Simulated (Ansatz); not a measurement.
The starting structures come from a database of crystals and need not be the phases stable at ambient conditions.

Tunnelling through a barrier is set by its complex band structure: the current falls as exp(−2κd) with the smallest κ.

Data:

```yaml
crystal:
  lattice:
    - [7.32286, 0.00000, 0.00000]
    - [2.38422, 6.92385, 0.00000]
    - [2.46932, -3.46193, 4.25235]
  atoms:
    - { symbol: Zn, position: [0.00000, 0.00000, 0.00000] }
    - { symbol: Ga, position: [0.50000, 0.50000, 0.00000] }
    - { symbol: Ga, position: [0.75000, 0.75000, 0.50000] }
    - { symbol: Te, position: [0.60249, 0.13261, 0.02697] }
    - { symbol: Te, position: [0.89436, 0.37054, 0.50315] }
    - { symbol: Te, position: [0.13261, 0.60249, 0.97303] }
    - { symbol: Te, position: [0.37054, 0.89436, 0.49685] }
```

The cell is taken as given.

Transport runs along the normal of the first two printed cell vectors, the (110) plane of the conventional cell.

The gap is the functional's own, uncorrected, and κ follows it; spin-orbit coupling is left out. Mid-gap means the computed energy nearest the middle.

Question: Estimate the band gap and the smallest decay constant κ at mid-gap that r2SCAN run with Ansatz (a quantum-chemistry and plane-wave program) returns for this system.

Answer: Gap 1.49 eV on a 8×8×8 mesh; κ = 0.107 1/Å, at the zone centre.
